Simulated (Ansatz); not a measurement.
The starting structures come from a database of crystals and need not be the phases stable at ambient conditions.

 Where the default PAW files enter, the runs use the earlier of Ansatz's two default sets.

Evanescent states of HgTe (P3_121, not sure to be the ambient phase, 6 atoms a cell, 30.3 Å³ an atom) along the normal of (100)

Level of theory: r2SCAN (plane waves, PAW; Ansatz, a quantum-chemistry and plane-wave program).

The gap is the functional's own, uncorrected, and κ follows it; spin-orbit coupling is left out. Mid-gap values are interpolated between the computed energies.

Energies count from the valence-band top; κ is the least over a 8×4 mesh across the current.

```json
[
 {"E (eV)": "0.03", "κ (1/Å)": "0.069", "where": "off Γ"},
 {"E (eV)": "0.07", "κ (1/Å)": "0.109", "where": "off Γ"},
 {"E (eV)": "0.12", "κ (1/Å)": "0.119", "where": "off Γ"},
 {"E (eV)": "0.17", "κ (1/Å)": "…", "where": "off Γ"},
 {"E (eV)": "0.23", "κ (1/Å)": "…", "where": "Γ"},
 {"E (eV)": "0.28", "κ (1/Å)": "…", "where": "Γ"},
 {"E (eV)": "0.33", "κ (1/Å)": "…", "where": "Γ"},
 {"E (eV)": "0.38", "κ (1/Å)": "…", "where": "Γ"},
 {"E (eV)": "0.42", "κ (1/Å)": "…", "where": "Γ"},
 {"E (eV)": "0.47", "κ (1/Å)": "0.112", "where": "Γ"},
 {"E (eV)": "0.53", "κ (1/Å)": "0.104", "where": "Γ"},
 {"E (eV)": "0.57", "κ (1/Å)": "0.089", "where": "Γ"}
]
```

Question: Some entries are withheld; supply them.

Answer: 
- 0.17, κ (1/Å): 0.126
- 0.23, κ (1/Å): 0.130
- 0.28, κ (1/Å): 0.128
- 0.33, κ (1/Å): 0.125
- 0.38, κ (1/Å): 0.122
- 0.42, κ (1/Å): 0.118
